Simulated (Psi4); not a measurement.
Psi4 1.11, PBE/def2-svpd: Sr(Br)(OH)(OH2)2 ([OH][Sr](<-[OH2])(<-[OH2])[Br]), 10 atoms. The geometry is a generated start, not checked to be a minimum at this level.

```json
{
 "task": "energy",
 "method": "pbe",
 "basis": "def2-svpd",
 "memory": "3 GB",
 "maxiter": "100",
 "keys_of_the_molecule_block": "symmetry c1",
 "scf_type": "df (default)",
 "guess": "auto, which took SAD (default)",
 "scf_initial_accelerator": "adiis (default)",
 "e_convergence": "1e-06 (default)",
 "d_convergence": "1e-06 (default)",
 "dft_radial_points": "75 (default)",
 "dft_spherical_points": "302 (default)",
 "effective_core_potentials": "those of the basis set, past Kr",
 "basis_functions": "176",
 "grid_points": "216599"
}
```

```xyz
10

Sr     0.6533    -0.1836     0.6713
Br     1.3981     1.9026    -0.8951
O      1.1675    -1.9702    -0.1698
H      1.3353    -2.9084    -0.1946
O     -0.9094    -0.8824    -1.0243
H     -0.1531    -1.5417    -0.8229
H     -0.6827    -0.5562    -1.9028
O     -0.7463     1.7269     1.5450
H     -1.5946     2.0226     1.8998
H     -0.4681     2.3903     0.8934
```

One run each on 2 threads. Values of diis_max_vecs tried: 3, 6, 10 (default), 20.

**Question.** Predict the course of the SCF iterations along this series.

**Answer.** Fewest SCF iterations, within one of each other: 6 with 12, 10 (default) with 11, 20 with 11. The count rises to 27 at 3. All converge to one solution.

```csv
diis_max_vecs,SCF iterations,end
3,27,same solution
6,12,same solution
10 (default),11,same solution
20,11,same solution
```
